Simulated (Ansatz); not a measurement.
Worked example: self-consistent single point of LaOs₂ (Fd-3m, 6 atoms in the cell) in Ansatz (a quantum-chemistry and plane-wave program).

Method of the run: PBEsol, PAW files made with PBE (plane waves; Ansatz).

The change in words: lattice scaled by 0.98. Reference geometry:
```
LaOs2
1.0
    0.00000     3.79508     3.79508
    3.79508     0.00000     3.79508
    3.79508     3.79508     0.00000
La Os
2 4
Direct
  0.75000   0.75000   0.75000
  0.50000   0.50000   0.50000
  0.12500   0.62500   0.12500
  0.12500   0.12500   0.12500
  0.62500   0.12500   0.12500
  0.12500   0.12500   0.62500
```

Reference input (self-consistent single point, DFT, PBEsol, plane waves, PAW files made with PBE): kpoints.mp_grid.grid = 7 7 7; hamiltonian.xc = pbesol; hamiltonian.pseudopotentials = {kind: paw} (the program's default PAW files); scf.occupations.method = fermi_dirac; scf.occupations.width = 0.01 Ry. This run's input differs from it in these lines:

```diff
@@ -3,5 +3,5 @@
   lattice:
-    - [0.000000, 3.795083, 3.795083]
-    - [3.795083, 0.000000, 3.795083]
-    - [3.795083, 3.795083, 0.000000]
+    - [0.000000, 3.719181, 3.719181]
+    - [3.719181, 0.000000, 3.719181]
+    - [3.719181, 3.719181, 0.000000]
   atoms:
```

Output, abridged:

```
SCF iter   1: F=—  HF=-57342.205046 eV  |F-HF|=—  |Δ(HF+E_count)|=         —  Δρ=1.89e-1  dr2=1.00e2  ethr=3.10e-3  ⟨swp⟩=4.2  Hψ=8572  notcnv=0
all-band conjugate gradients solve this SCF's bands
automatic band count: the SCF goes on with 65 bands, as 54 were too few: the levels above may hold too much charge
preconditioner: auto → Kerker (q_TF=auto, 2.648 Å⁻¹)
SCF iter   2: F=—  HF=-57334.950269 eV  |F-HF|=—  |Δ(HF+E_count)|=    7.25e0  Δρ=1.02e-1  dr2=2.82e1  ethr=3.10e-3  ⟨swp⟩=3.3  Hψ=2701  notcnv=0
   [... lines left out ...]
SCF iter   6: F=—  HF=-57331.771818 eV  |F-HF|=—  |Δ(HF+E_count)|=   1.12e-3  Δρ=5.48e-4  dr2=3.55e-4  ethr=4.65e-6  ⟨swp⟩=2.0  Hψ=2243  notcnv=0  defer=4
SCF iter   7: F=—  HF=-57331.771709 eV  |F-HF|=—  |Δ(HF+E_count)|=   1.09e-4  Δρ=1.60e-4  dr2=3.82e-5  ethr=4.13e-7  ⟨swp⟩=2.0  Hψ=1909  notcnv=0  defer=4
SCF iter   8: F=—  HF=-57331.771699 eV  |F-HF|=—  |Δ(HF+E_count)|=   1.02e-5  Δρ=1.80e-5  dr2=6.25e-7  ethr=4.44e-8  ⟨swp⟩=2.0  Hψ=1930  notcnv=0  defer=4
SCF iter   9: F=-57331.771698 eV  HF=-57331.771698 eV  |F-HF|=2.41e-8  |Δ(HF+E_count)|=   1.90e-7  Δρ=3.77e-6  dr2=2.56e-8  ethr=1.16e-10  ⟨swp⟩=9.1  Hψ=6176  notcnv=0
SCF 1 converged in 9 iterations: F = -57331.771698 eV  dr2 = 2.56e-8
Free energy (F): -57331.771698 eV
Internal energy: -57331.398382 eV  (E = F + TS)
E sigma→0 (E₀):  -57331.585040 eV
Entropy (-TS):   -0.373316 eV (-62.219 meV/atom)
Fermi energy:    21.730857 eV
--- Forces (eV/Å), atoms counted from 1 ---
  atom   1  La     0.00000000    -0.00000000     0.00000000
   [... zero for the other atoms too ...]
--- Stress (GPa, compression-positive) ---
       21.361528       0.000000       0.000000
        0.000000      21.361528      -0.000000
       -0.000000      -0.000000      21.361528
  P = ⅓ Tr σ = 21.3615 GPa (213.615 kbar)
  The stress holds the Pulay correction. Without it, at fixed plane waves, as pw.x and ABINIT print it: P = 21.2860 GPa
```

The run converged in 9 iterations. Against the reference run the free energy rises by 88.9 meV/atom and the pressure goes from 6.00 to 21.36 GPa.

The starting cell comes from a database of computed structures (which also holds hypothetical and non-ambient phases and stackings), without a prior relaxation at this level. Its lattice was rescaled by a random factor within 2.5 % of one. For this run, on top of that: lattice scaled by 0.98. Spin polarisation is off. With a pressure of about 21 GPa the cell is away from its equilibrium volume at this level. Ansatz's pressure includes its estimate of the finite-basis (Pulay) stress.

Keys are those of Ansatz 0.2.
